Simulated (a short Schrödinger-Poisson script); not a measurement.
**Gated Al0.33Ga0.67N/GaN polarisation-induced gas**

Structure: gated Al0.33Ga0.67N/GaN polarisation-induced gas, at 300 K.

| layer | material | thickness (nm) | Na (cm⁻³) |
|---|---|---|---|
| 1 | Al0.33Ga0.67N | 20 | - |
| 2 | GaN | 6000 | 1e14 |

Constants are typed, rounded textbook-type inputs, not results; the design itself was drawn at random and stands for no fabricated device. Al0.33Ga0.67N: permittivity 9.3, conduction-band edge (eV) 0.462, gap (eV) 4.09, electron mass (mₑ) 0.24, Nv at 300 K (cm⁻³) 4.6e19. GaN: permittivity 9.5, conduction-band edge (eV) 0, gap (eV) 3.43, Nv at 300 K (cm⁻³) 4.6e19.

Channel valleys (confinement mass, in-plane density-of-states mass, number): Γ 0.2, 0.2, 1. At the gate the conduction-band edge of layer 1 lies 1.27 eV − eVg above the Fermi level of the channel; the field vanishes at the back. Sheet of polarisation charge: +1.6e13 e/cm² at 20 nm from the gate. The barrier under the gate holds no holes. Gaps are held at their typed values at every temperature. Mesh 0.08 nm at interfaces.

Solved with a short Schrödinger-Poisson script written for these runs: 1D Poisson equation in equilibrium, electrons quantum, Hartree plus LDA exchange-correlation (BenDaniel-Duke, 40 states a valley, the channel's in-plane mass for all, wave functions free to enter the barrier), parabolic valleys, classical holes, full ionisation, no traps, pinning or gate leakage.

| Vg (V) | electrons (cm⁻²) | in the channel layer | C (μF/cm²) | Γ E0 (meV) | Γ E1 (meV) |
|---|---|---|---|---|---|
| 0.5 | 1.42e13 | 1.29e13 | 0.398 | -149.1 | 5.2 |
| 0.1 | 1.32e13 | 1.21e13 | 0.397 | -139.0 | 8.9 |
| -0.3 | 1.22e13 | 1.13e13 | 0.395 | -128.9 | 12.5 |
| -0.7 | 1.12e13 | 1.05e13 | 0.394 | -118.5 | 16.1 |
| -1.1 | 1.03e13 | 9.63e12 | 0.393 | -108.0 | 19.7 |
| -1.5 | 9.27e12 | 8.78e12 | 0.392 | -97.4 | 23.3 |
| -1.9 | 8.29e12 | 7.91e12 | 0.390 | -86.7 | 26.9 |
| -2.3 | 7.32e12 | 7.03e12 | 0.389 | -75.7 | 30.6 |
| -2.7 | 6.35e12 | 6.13e12 | 0.387 | -64.4 | 34.3 |
| -3.1 | 5.39e12 | 5.23e12 | 0.385 | -52.7 | 38.2 |
| -3.5 | 4.43e12 | 4.33e12 | 0.383 | -40.4 | 42.2 |
| -3.9 | 3.48e12 | 3.42e12 | 0.379 | -27.0 | 46.8 |
| -4.3 | 2.54e12 | 2.51e12 | 0.374 | -11.8 | 52.2 |
| -4.7 | 1.62e12 | 1.60e12 | 0.364 | 7.2 | 59.7 |
| -5.1 | 7.36e11 | 7.33e11 | 0.337 | 36.6 | 74.2 |
| -5.5 | 4.15e10 | 4.15e10 | 0.137 | 132.5 | 146.3 |

Gate voltages with under 1e6 electrons/cm² are left out.

Subbands count from the Fermi level.
